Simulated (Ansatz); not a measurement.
W on the 1x1 (10-10) surface of wurtzite AlN (cut with top plane Al + N), one in a 2x1 cell, energies for each (31.4 Å²). Energies are against an atom of bcc W, without zero-point or thermal terms; each row is named by its start (#2, #3: further inequivalent places of a kind).

Host crystal: wurtzite AlN, with a band gap (PBE, scalar-relativistic without spin-orbit coupling).

Computed with PBE (plane waves to 420 eV, PAW; Ansatz, a program for electronic structure).

Set-up: 33 atoms, 8.9 Å thick at the start under the adsorbate (thin: gaps and levels are the slab's own); mesh 3x4x1; 0.01 eV smearing; dipole correction on; 16 atoms held, the rest relaxed; each run with such symmetry as its start has; spin-polarised, no spin-orbit, no U, no dispersion correction.

A negative adsorption energy means that the adsorbate is more stable on the surface than in its reference. Starts that drift may end in the same place. Heights count from the host atoms within 0.3 Å of the top one.

```csv
starting site,E_ads (eV),height (Å),nearest host atom (Å),bonded to,change of the vacuum step (eV),lateral drift (Å),moment (μB)
top N,5.58,2.01,N 2.01,Al + N,-0.29,0.2,4.0
top Al,5.58,2.01,N 2.00,Al + N,-0.27,1.5,4.0
top Al #2,4.92,1.24,N 2.12,3 Al + 2 N,0.06,0.4,2.0
hollow Al-Al-N-N,4.88,1.38,N 2.06,3 Al + 2 N,0.30,0.6,2.0
hollow beside Al,5.10,1.72,N 2.00,3 Al + N,-0.34,0.8,4.0
bridge Al-Al-Al-N (span 3.1 Å),4.88,1.38,N 2.06,3 Al + 2 N,0.29,0.6,2.0
```
